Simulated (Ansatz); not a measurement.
Formation energy of the bound charge states of N on the Si site (N_Si) in 4H silicon carbide (start: the Si(k) site; 96-site cell, 2×2×2 shifted sampling) against the Fermi level, Si-rich (Δμ(Si) = 0.00 eV, Δμ(N) = -1.86 eV, bounded by beta Si3N4; only phases computed here count, gases as isolated molecules at 0 K). The numbers are results of PBE, PAW (plane waves to 420 eV; Ansatz, a first-principles code), not measurements.

Set-up: 96-site cell; 2×2×2 shifted k-points; host gap 2.23 eV; charged states image-corrected; not converged in cell size; flagged in the runs: a host whose relaxation on this sampling wasn't shown to rest, a strain field that reaches the edge of the cell.

```tsv
E_F − E_VBM (eV)	q = +1	q = 0	q = −1
0.00	6.68	7.85	9.47
0.28	6.96	7.85	9.20
0.56	7.24	7.85	8.92
0.83	7.52	7.85	8.64
1.11	7.79	7.85	8.36
1.39	8.07	7.85	8.08
1.67	8.35	7.85	7.81
1.95	8.63	7.85	7.53
2.23	8.91	7.85	7.25
```

Crossings of the lowest lines: (+1/0) at 1.17 eV; (0/−1) at 1.62 eV.
